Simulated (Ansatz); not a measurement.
Here is the system:

```
CELL_PARAMETERS angstrom
      3.83344     0.00000     0.00000
      0.00000     3.83344     0.00000
      0.00000     0.00000     3.99465
ATOMIC_POSITIONS crystal
  K  0.00000 0.00000 0.00000
  Ta 0.50000 0.50000 0.50000
  O  0.50000 0.00000 0.50000
  O  0.00000 0.50000 0.50000
  O  0.50000 0.50000 0.00000
```

No spin polarisation.

The values are results of LDA in Ansatz (plane waves to 420 eV, PAW, without spin-orbit coupling), not measurements. Settings: 8×8×8 k-points, 0.05 eV Fermi–Dirac smearing.

Task: What gap character does the calculation give?

Result: Indirect, A → Γ.

Task: Predict the mean in-plane stress (compression positive).

Result: +19.5 GPa.

With Ta present, leaving out spin-orbit coupling can change the band edges. The cells carry an imposed strain or load. Stability against distortions was not tested. The cell was made from KTaO₃ in the cubic perovskite structure (space group Pm-3m, No. 221) by this change: biaxial strain −3.00 %, plane normal [001], relaxed out of plane.

Ansatz is a program for electronic structure.
